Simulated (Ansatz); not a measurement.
System: CaO (P6₃/mmc, No. 194, 4 atoms in the cell; start mp-545512; another space group than a measured phase of this formula). Method: LDA in Ansatz (PAW).

Settings: plane-wave cutoff 520 eV, 12×12×8 k mesh (along the axes of the cell as run), Fermi–Dirac smearing 0.01 eV, scalar-relativistic PAW data made under PBE.

The cell is the one relaxed with PBEsol. Conventional cell: a = 3.9562 Å, b = 3.9562 Å, c = 4.7432 Å, α = 90.00°, β = 90.00°, γ = 120.00°.

```xyz
4
Lattice="3.9562 0.0000 0.0000 -1.9781 3.4262 0.0000 0.0000 0.0000 4.7432" Properties=species:S:1:pos:R:3 pbc="T T T"
Ca     0.0000     2.2841     3.5574
Ca     1.9781     1.1421     1.1858
O      0.0000     2.2841     1.1858
O      1.9781     1.1421     3.5574
```

Q: List the 15 lowest band energies at Γ above −25 eV (eV, relative to the valence band maximum), grouping those that round alike.

A: At Γ: -18.70, -18.41 (×2), -18.19 (×2), -18.04, -15.15, -14.96, -1.24 (×2), -1.22 (×2), -1.09, 0.00, 3.10.

Note: cell and atoms aren't relaxed at this level (pressure -3.5 GPa).

A start named mp-… is a Materials Project structure, which need not be a measured phase.

Ansatz is a first-principles code.
